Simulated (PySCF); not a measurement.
PySCF 2.14.0, unrestricted TPSSH/def2-svpd, df: selenium dioxide triplet (O=[Se]=O), charge 0, multiplicity 3, 3 atoms. The geometry is a generated start, not checked to be a minimum at this level.

```
Quantity                      Result
-------------------  ---------------
task                          energy
method                         tpssh
basis                      def2-svpd
two-electron scheme  density fitting
mol.max_memory               3000 MB
mf.max_cycle                     100
mf.init_guess        minao (default)
mf.DIIS              CDIIS (default)
mf.conv_tol          1e-09 (default)
mf.grids.level           3 (default)
basis functions                   87
grid points                    48592
```

```xyz
3

O     -1.2516    -0.3966     0.0218
Se    -0.0455     0.6030    -0.0107
O      1.2971    -0.2064    -0.0111
```

Charge 0 and multiplicity 3 are set for this test and not shown to be the ground state.

One run each on 2 threads, 1 BLAS thread. Values of diis_space tried: 3, 5, 8 (default), 12, 20.

Task: Predict the course of the Fock builds along this series.

Result: Fewest Fock builds, within one of each other: 5 with 18, 8 (default) with 18, 12 with 18, 20 with 18. The count rises to 28 at 3. All converge to one solution.

| diis_space | Fock builds | end |
|---|---|---|
| 3 | 28 | same solution |
| 5 | 18 | same solution |
| 8 (default) | 18 | same solution |
| 12 | 18 | same solution |
| 20 | 18 | same solution |
